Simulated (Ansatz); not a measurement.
Response to strain in CsPbCl3

Take CsPbCl$_{3}$ in the cubic perovskite structure (space group Pm-3m, No. 221; a = 5.521 Å) as the base.

Strains are applied to the cell and any free atomic positions relax.

Level of theory: LDA/PAW in Ansatz (a quantum-chemistry and plane-wave program), without spin-orbit coupling.

Candidates:
(a) isotropic strain −0.60 %
(b) isotropic strain −1.20 %
(c) isotropic strain −1.80 %
(d) isotropic strain −3.00 %
(e) isotropic strain −2.40 %

For the base:

The band gap is 1.53 eV.

Q: Order them by band gap, highest first.

A: (a) isotropic strain −0.60 % (1.44 eV), (b) isotropic strain −1.20 % (1.34 eV), (c) isotropic strain −1.80 % (1.24 eV), (e) isotropic strain −2.40 % (1.13 eV), (d) isotropic strain −3.00 % (1.02 eV)

Spin-orbit coupling, missing from the scalar runs, can matter with Pb. No phonon test of stability was made. Many cubic perovskites are stable only at high temperature; tilts and polar distortions were not tested. This is not the structure that CsPbCl3 has at room temperature and ambient pressure.
